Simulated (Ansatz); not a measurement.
We consider Al3BC (P6₃/mmc, No. 194, 10 atoms in the cell; start mp-1228446), described by PBEsol in Ansatz (plane waves, PAW).

Run with plane-wave cutoff 520 eV, 12×12×4 k mesh (along the axes of the cell as run), scalar-relativistic PAW data made under PBE.

Computed at the level's own relaxed cell.

Hill averages of the elastic tensor: K = 147.7 GPa, G = 130.4 GPa. Volume 12.095 Å³/atom, mean atomic mass 20.753 u.

Task: Work out the density, the sound velocities of a polycrystal and the elastic Debye temperature at this level.

Result: ρ = 1.66054 × 20.753/12.095 = 2.849 g/cm³. v_l = √[(K + 4G/3)/ρ] = 10.624 km/s and v_t = √(G/ρ) = 6.765 km/s. The mean follows from 3/v_m³ = 1/v_l³ + 2/v_t³: v_m = 7.437 km/s. Θ_D = (ħ/k_B) v_m (6π²/V)^(1/3) = 76.38 K Å s/km × 7.437 × 1.6980 Å⁻¹ = 965 K, counting all atoms of the cell.

Note: the relaxation could not lower the start's symmetry, so the cell can be a saddle point above a distorted one.

A start named mp-… is a Materials Project structure, which need not be a measured phase.

Ansatz is a program for electronic structure.
